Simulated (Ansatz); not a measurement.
## WS2 under a change: tensor shear ε_yz = −0.90 %

Base system: WS2 in the 2H-MoS2 type structure (space group P6_3/mmc, No. 194; a = 3.115 Å, c = 11.773 Å; layered, stacked along the Cartesian z axis). Axes: x lies along a and z along c of the hexagonal cell.

Modification: tensor shear ε_yz = −0.90 % (engineering shear γ = -0.0180); the atoms relax in the strained cell.

Level of theory: Kohn–Sham DFT with the PBEsol-D3(BJ) functional, run in Ansatz (a quantum-chemistry and plane-wave program) with PAW and 420 eV plane waves, spin-orbit coupling left out. Γ-centred 12×12×3 mesh, Fermi–Dirac width 0.05 eV.

| quantity | base | changed | shift |
|---|---|---|---|
| space group | P6_3/mmc (No. 194) | C2/m (No. 12) | – |
| shortest interatomic distance | 2.389 Å | 2.387 Å | -0.002 Å |
| energy relative to the base (free energy F) | 0 meV/atom | +0.6 meV/atom | +0.6 meV/atom |
| band gap | 0.65 eV | 0.65 eV | 0.00 eV |
| gap character | – | indirect, Γ → Γ–C (56 % along) | – |
| smallest direct gap | 1.92 eV | 1.92 eV | 0.00 eV |
| electron mass | 0.39 mₑ along c, 0.46 mₑ across (off the special points) | 0.39 mₑ along z, 0.46 mₑ across (off the special points) | – |
| hole mass | 0.96 mₑ along c, 0.46 mₑ across (at Γ) | 0.95 mₑ along z, 0.46 mₑ across (at Γ) | – |
| valence-band top at Γ (three highest levels, from the VBM) | 0.00, -1.26, -1.60 eV | 0.00, -1.26, -1.60 eV | – |
| largest internal atomic displacement | – | 0.030 Å | – |
| stress (xx, yy, zz, yz, xz, xy; compression positive) | – | (0.02, 0.00, 0.07, 0.62, 0.00, 0.00) GPa | – |

Final structure:

```
CELL_PARAMETERS angstrom
      3.11481     0.00000     0.00000
     -1.55740     2.69750    -0.02428
      0.00000    -0.10596    11.77307
ATOMIC_POSITIONS crystal
  W  0.33402 0.66804 0.24989
  W  0.66598 0.33196 0.75011
  S  0.32780 0.65560 0.61658
  S  0.66253 0.32506 0.11635
  S  0.67220 0.34440 0.38342
  S  0.33747 0.67494 0.88365
```

Spin-orbit coupling, missing from the scalar runs, can matter with W. Masses are band curvatures over ±0.01 Å⁻¹ around the edge. Stability against distortions was not tested. k-point labels follow each cell's own Brillouin zone.
